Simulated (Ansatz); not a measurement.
The reference is GaP in the zinc blende structure (space group F-43m, No. 216; a = 5.438 Å).

One thing is altered: every P is replaced by As, then cell and atoms are relaxed.

Levels (all Ansatz, an electronic-structure program, PAW): PBEsol (420 eV, scalar-relativistic without spin-orbit coupling); PBEsol+SOC (420 eV, with spin-orbit coupling).

The geometry is relaxed with PBEsol.

| Property | Result |
|---|---|
| PBEsol lowest conduction level above the VBM at special points | Γ 0.42 eV; L 0.92 eV; X 1.36 eV; U 1.88 eV |
| PBEsol valence-band top at Γ | 0.00, 0.00, 0.00 eV |

Question: Predict the hole mass, lowest conduction level above the VBM at special points and valence-band top at Γ from PBEsol+SOC.

Answer: The hole mass (degenerate bands, along [100]) amounts to 0.028, 0.32 mₑ (at Γ); the lowest conduction level above the VBM at special points becomes Γ 0.31 eV; L 0.81 eV; X 1.25 eV; U 1.76 eV (PBEsol: Γ 0.42 eV; L 0.92 eV; X 1.36 eV; U 1.88 eV); the valence-band top at Γ (three highest Kramers pairs, from the VBM) becomes 0.00, 0.00, -0.34 eV (PBEsol: 0.00, 0.00, 0.00 eV). The threefold valence maximum splits by Δso ≈ 0.34 eV.

Single points use the geometry relaxed with PBEsol. Differences between runs with and without spin-orbit coupling are approximate. Masses are band curvatures over ±0.01 Å⁻¹ around the edge. Whether these cells are dynamically stable was not tested.
